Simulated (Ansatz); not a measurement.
We consider fluorite HfO₂ (high-temperature phase), described by BLYP in Ansatz (plane waves, PAW).

Settings: plane-wave cutoff 520 eV, 12×12×12 k mesh, Fermi–Dirac smearing 0.01 eV, scalar-relativistic PAW data made under PBE.

Pressure at four volumes; x = ln(V/11.334 Å³). One pressure is withheld.

```csv
V (Å³/atom),x,P (GPa)
10.654,-0.0619,?
10.880,-0.0409,10.43
11.334,0.0000,0.00
12.014,0.0583,-12.05
```

**Question.** Pass a parabola P(x) through the three rows shown, estimate the bulk modulus and its pressure derivative near zero pressure, and predict the withheld pressure.

**Answer.** Slopes between the rows: (0.00 − (10.43))/(0.0000 − (-0.0409)) = -255.01 and (-12.05 − (0.00))/(0.0583 − (0.0000)) = -206.69 GPa. Their difference over the span 0.0992 is c = 48.32/0.0992 = 487.1 GPa, so P(x) = 10.43 + (-255.01)(x − (-0.0409)) + 487.1 (x − (-0.0409))(x − (0.0000)). At the middle row B = −dP/dx = −[-255.01 + 487.1 × 0.0409] = 235.1 GPa, and B′ = dB/dP = 2c/B = 4.1. At x = -0.0619 the parabola gives 16.42 GPa; the run gives 16.52 GPa. The Birch–Murnaghan fit to the energies at all volumes has B0 = 234 GPa and B′ = 4.2.

Measured, for comparison: bulk modulus 242 ± 16 GPa (room temperature, no zero-point or thermal correction, nanocrystalline cubic HfO2, second-order Birch-Murnaghan; as tabulated in High-pressure structural stability, equation of state, and thermal expansion …). Computed (rounded) less measured: bulk modulus -3 % (inside the measured uncertainty).

Note: symmetry holds this phase in the static calculation, where it need not be a minimum; held by symmetry at 0 K, a high-temperature phase can be a saddle point.

Spin–orbit coupling is not included.

Ansatz is a program for electronic structure.
